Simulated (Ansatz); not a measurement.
The parent structure is SiC (space group P6_3mc, No. 186; a = 3.0781 Å, c = 10.0762 Å).

Modification: cell and atoms relaxed at a pressure of 1.8 GPa.

Levels (all Ansatz, a quantum-chemistry and plane-wave program, PAW, earlier PAW set): PBEsol (420 eV, no spin-orbit coupling); r2SCAN (500 eV, no spin-orbit coupling); HSE06 (420 eV, no spin-orbit coupling); PBEsol+SOC (420 eV, noncollinear with spin-orbit coupling).

One geometry, relaxed with PBEsol, under each level:

The valence-band top lists the three highest levels at Γ (Kramers pairs under SOC), from the VBM.

```json
[
 {"level": "PBEsol", "band gap": "2.12 eV", "lowest conduction level above the VBM at special points": "M 2.12 eV; L 2.54 eV; H 3.12 eV; K 3.86 eV", "valence-band top at Γ": "0.00, 0.00, -0.05 eV", "pressure": "1.80 GPa"},
 {"level": "r2SCAN", "band gap": "2.60 eV", "lowest conduction level above the VBM at special points": "M 2.60 eV; L 3.05 eV; H 3.67 eV; K 4.43 eV", "valence-band top at Γ": "–", "pressure": "1.82 GPa"},
 {"level": "HSE06", "band gap": "3.15 eV", "lowest conduction level above the VBM at special points": "M 3.15 eV; L 3.59 eV; H 4.22 eV; Γ 6.34 eV", "valence-band top at Γ": "–", "pressure": "–"},
 {"level": "PBEsol+SOC", "band gap": "2.11 eV", "lowest conduction level above the VBM at special points": "M 2.11 eV; L 2.53 eV; H 3.12 eV; K 3.86 eV", "valence-band top at Γ": "0.00, -0.01, -0.06 eV", "pressure": "1.79 GPa"}
]
```

Single points use the geometry relaxed with PBEsol. Their cutoffs differ, which shifts pressures a little. The hybrid gap comes from the SCF mesh plus the semilocal run's edge points and a few special points and is an upper bound. The spin-orbit shifts are approximate. Load acts through the strain it causes; cell and atoms are relaxed under it. Stability against distortions was not tested.
